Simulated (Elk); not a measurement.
Troubleshooting Elk: a failed run on NbN (P6_3/mmc, 4 atoms in the cell). The aim is a self-consistent single point with DFT, PBEsol, all-electron FP-LAPW, Elk's shipped species files, LAPW+lo basis.

Cell that was meant: a = 2.9999 Å, b = 2.9999 Å, c = 5.5995 Å, α = 90.00°, β = 90.00°, γ = 120.00°.

Part of the input:

```
  22

rgkmax
  4.0

gmaxvr
  14.0
```

The program printed (abridged):

```
│ Self-consistent loop started │
│ Loop number : 1 │
 total energy                :     -7731.93002486
│ Loop number : 2 │
 total energy                :     -7732.34077559
RMS change in Kohn-Sham potential (target) :    2.081231417     (  0.1000000000E-05)
Absolute change in total energy (target)   :   0.4107507214     (  0.1000000000E-03)
│ Loop number : 3 │
 total energy                :     -7733.16847445
RMS change in Kohn-Sham potential (target) :    1.875508080     (  0.1000000000E-05)
Absolute change in total energy (target)   :   0.9303865467     (  0.1000000000E-03)
   [... lines left out ...]
Absolute change in total energy (target)   :   0.8876304491E-07 (  0.1000000000E-03)
│ Loop number : 198 │
 total energy                :     -7745.19616262
RMS change in Kohn-Sham potential (target) :   0.7463739784E-05 (  0.1000000000E-05)
Absolute change in total energy (target)   :   0.3514105629E-07 (  0.1000000000E-03)
│ Loop number : 199 │
 total energy                :     -7745.19616195
RMS change in Kohn-Sham potential (target) :   0.4702817781E-05 (  0.1000000000E-05)
Absolute change in total energy (target)   :   0.6594127626E-06 (  0.1000000000E-03)
│ Loop number : 200 │
Reached self-consistent loops maximum

Energies :
 Fermi                       :     0.518192079737
 total energy                :     -7745.19616265

Density of states at Fermi energy :    58.02740936
 (states/Hartree/unit cell)

Estimated indirect band gap :   0.1227360389E-02
 from k-point     14 to k-point     12
Estimated direct band gap   :   0.2555453166E-01
 at k-point     23

Charges :
 core                        :    60.00000000
 valence                     :    36.00000000
 interstitial                :    8.019595966
 muffin-tins (core leakage)
  species :    1 (N)
   atom    1                 :    5.633276394     (  0.1258859432E-05)
   atom    2                 :    5.633276394     (  0.1258859432E-05)
  species :    2 (Nb)
   atom    1                 :    38.35692562     (  0.6571312444E-05)
   atom    2                 :    38.35692562     (  0.6571312444E-05)
 total in muffin-tins        :    87.98040403
 total calculated charge     :    96.00886369
 total charge                :    96.00000000
 error                       :   0.8863690604E-02

│ Self-consistent loop stopped │
```

**Question.** What is wrong, and how is it fixed?

**Answer.** The fault is a basis cutoff that is far too low. With too few augmented plane waves the interstitial functions and their matching at the spheres are poor, and energies and forces go wrong. To fix it, raise the cutoff (radius times largest wave vector) and check its convergence. The run ended unconverged after 200 iterations.

An input that runs soundly differs in these lines (not the only fix; some lines may just follow from the change or write a value another way):
```diff
-  4.0
+  7.5
```

With that input, the run converged in 17 iterations: total energy -210783.9518 eV; Fermi level (on the code's own zero) 14.83 eV (DFT, PBEsol, all-electron FP-LAPW, Elk's shipped species files, LAPW+lo basis).

On the sound input: the starting cell comes from a database of published, mostly measured structures (it also holds non-ambient and calculated ones), without a prior relaxation at this level. Its lattice was rescaled by a random factor within 2.5 % of one. Spin polarisation is off. Values depend on the basis (sphere radii, cutoffs, local orbitals), which need not be converged. Without a gap this mesh is coarse (it stands for a supercell whose shortest vector is 17 Å). The log's line on a gap gives a spacing of levels on this mesh, which the program prints for metals too.
